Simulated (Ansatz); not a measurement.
Take Ta in the bcc (W type) structure (space group Im-3m, No. 229; a = 3.306 Å; relaxed with 0.1 eV smearing) as the base. Axes: x, y, z lie along the cube axes.

Computed with Kohn–Sham DFT with the r2SCAN functional, run in Ansatz (a first-principles code) with PAW and 500 eV plane waves, without spin-orbit coupling.

Strains are applied to the cell and any free atomic positions relax.

One change was made to it. Results:

The energy grows by 1.2 meV/atom; the shortest interatomic distance shrinks by 0.016 Å to 2.847 Å.

Task: Which change produced these results?
A. tensor shear ε_xy = +0.86 %
B. tensor shear ε_xy = +1.71 %
C. tensor shear ε_xy = +1.43 %

Result: A, tensor shear ε_xy = +0.86 %. For comparison, the energy relative to the base in the other runs: tensor shear ε_xy = +1.71 % gives +4.8 meV/atom; tensor shear ε_xy = +1.43 % gives +3.4 meV/atom.

Stability against distortions was not tested. The final runs are not spin-polarised.
